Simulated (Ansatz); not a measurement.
Input:

```
ZnGeP2
1.0
    5.37615     0.00000     0.00000
    0.00000     5.37615     0.00000
    2.68807    -2.68807     5.52768
Zn Ge P
2 2 4
Direct
  0.00000   0.00000   0.00000
  0.25000   0.25000   0.50000
  0.50000   0.50000   0.00000
  0.75000   0.75000   0.50000
  0.62500   0.37663   0.25000
  0.37663   0.12500   0.75000
  0.12500   0.87337   0.25000
  0.87337   0.62500   0.75000
```

No spin polarisation.

Computed with PBE (Ansatz, a first-principles code, PAW, no spin-orbit coupling). k-mesh 9×9×9 (Γ-centred); smearing 0.05 eV (Fermi–Dirac).

Predict the space group.

I-42d (No. 122).

What is the computed mean in-plane stress (compression positive)?

+3.1 GPa.

The cells carry an imposed strain or load. Whether these cells are dynamically stable was not tested. The cell was made from ZnGeP$_{2}$ in the chalcopyrite structure (space group I-42d, No. 122) by this change: biaxial strain −2.25 %, plane normal [001], relaxed out of plane.
